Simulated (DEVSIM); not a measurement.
Device: In0.49Ga0.51P/GaAs n-p heterojunction, at 300 K.

```tsv
layer (left to right)	material	thickness (μm)	Nd (cm⁻³)	Na (cm⁻³)	τn (s)	τp (s)
1	In0.49Ga0.51P	0.540	2e17	-	1.7e-8	1.7e-8
2	GaAs	0.210	-	4.5e17	1.7e-8	1.7e-8
```

Left contact: ohmic. Right contact: ohmic. Voltage is applied to the left contact. Recombination: SRH at mid-gap, radiative, Auger. Mobility is μmin + (μ − μmin)/(1 + (N/Nref)^α).

Constants are typed, rounded textbook-type inputs, not results; the design itself was drawn at random and stands for no fabricated device. Values at 300 K.

```
parameter      In0.49Ga0.51P    GaAs
-------------  -------------  ------
gap (eV)                1.89   1.424
affinity (eV)              4    4.07
permittivity            11.8    12.9
Nc (cm⁻³)               9e17  4.7e17
Nv (cm⁻³)             1.3e19    9e18
μn (cm²/Vs)             1500    8500
μp (cm²/Vs)               80     400
μn,min                   400     500
μp,min                    15      20
Nref,n                  2e16    6e16
Nref,p                1.5e17  1.5e17
αn                       0.7    0.39
αp                       0.8    0.38
B (cm³/s)              1e-10   2e-10
Cn (cm⁶/s)             3e-30   1e-30
Cp (cm⁶/s)             3e-30   1e-30
```

Simulated with DEVSIM: 1D drift-diffusion, Boltzmann statistics, complete ionisation; no tunnelling, impact ionisation, image-force lowering or self-heating. Band offsets follow the typed affinities; no thermionic-emission limit at abrupt steps, no polarisation charge.

Base results: dark forward voltage at 100 A/cm² (V) 1.141; largest field in the device at zero bias (V/cm) 240000; potential step across the device at zero bias (V) 1.378; dark forward voltage at 1 A/cm² (V) 1.020.

Question: What follows from this one change: doping Na of layer 2 4.5e+17 → 1.4e+16 cm^-3?

Answer: dark forward voltage at 100 A/cm² 1.141 → 1.012 V; largest field in the device at zero bias 240000 → 82000 V/cm; potential step across the device at zero bias 1.378 → 1.288 V; dark forward voltage at 1 A/cm² 1.020 → 0.879 V.

Question: What follows from this one change: thickness of layer 2 0.21 → 0.042 μm?

Answer: dark forward voltage at 100 A/cm² 1.141 → 1.092 V; largest field in the device at zero bias little changed (240000 V/cm); potential step across the device at zero bias little changed (1.378 V); dark forward voltage at 1 A/cm² 1.020 → 0.967 V.

Question: What follows from this one change: constant mobility in place of the doping-dependent one?

Answer: dark forward voltage at 100 A/cm² 1.141 → 1.114 V; largest field in the device at zero bias little changed (240000 V/cm); potential step across the device at zero bias little changed (1.378 V); dark forward voltage at 1 A/cm² 1.020 → 0.993 V.
